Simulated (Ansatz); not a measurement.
For InGaP₂ (R3m, No. 160, 4 atoms in the cell; start mp-1223642), LDA (Ansatz, an electronic-structure program, PAW) gives:

- equilibrium lattice constant a = 3.964 Å
- c axis length = 19.514 Å
- bulk modulus B0 = 78.1 GPa
- cohesive energy = 4.11 eV/atom
- band gap = 0.68 eV

Task: What does r²SCAN in Ansatz (PAW) give for the same quantities?

Result: 
- lattice constant a: 4.014 Å (grows by 1.3 %)
- lattice parameter c: 19.764 Å (rises by 1.3 %)
- bulk modulus: 75.4 GPa (drops by 3.5 %)
- cohesive energy: 3.41 eV/atom (falls by 0.70 eV/atom)
- band gap: 1.09 eV (rises by 0.41 eV)

Changes are worked out from the printed values.

Unless a cell is named, each level is at its own relaxed cell (LDA 22.12, r²SCAN 22.98 Å³/atom).

Levels without +SOC leave out spin–orbit coupling, which shifts energies and cells of such heavy elements.

Spin–orbit coupling is included only where a level's name says +SOC; with heavier elements it mostly lowers gaps and can invert bands. Density-functional gaps are differences of (generalised) Kohn–Sham levels.

Caveats: the bulk modulus is −V dP/dV from two relaxed cells at ±2 % in volume (LDA, r²SCAN); the relaxation could not lower the start's symmetry, so the cell can be a saddle point above a distorted one (LDA, r²SCAN). Ansatz's density-functional and Hartree–Fock values are scalar-relativistic unless marked +SOC, with PAW data made under PBE.

A start named mp-… is a Materials Project structure, which need not be a measured phase.
